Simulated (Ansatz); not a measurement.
Corundum Ga₂O₃ (metastable phase), treated with PBE (Ansatz, a first-principles code, plane waves, PAW).

Numerical settings: plane-wave cutoff 520 eV, 8×8×8 k mesh, Fermi–Dirac smearing 0.01 eV, scalar-relativistic PAW data made under PBE.

Properties against volume:

Shape and atoms are relaxed at each volume.

```
V (Å³/atom)  P (GPa)  direct gap at Γ (eV)  smallest gap on the k mesh (eV)   c (Å)
-----------  -------  --------------------  -------------------------------  ------
9.657           8.89                 3.084                            2.845  13.397
9.858           4.20                 2.856                            2.630  13.512
10.059          0.00                 2.636                            2.421  13.623
10.260         -3.76                 2.425                            2.221  13.732
10.462         -7.13                 2.223                            2.028  13.839
```

The fundamental gap (2.40 eV at the equilibrium volume, with added k points) lies elsewhere than Γ–Γ.

Note: the bulk modulus comes from volumes at which shape and atoms were relaxed.

Spin–orbit coupling is not included.
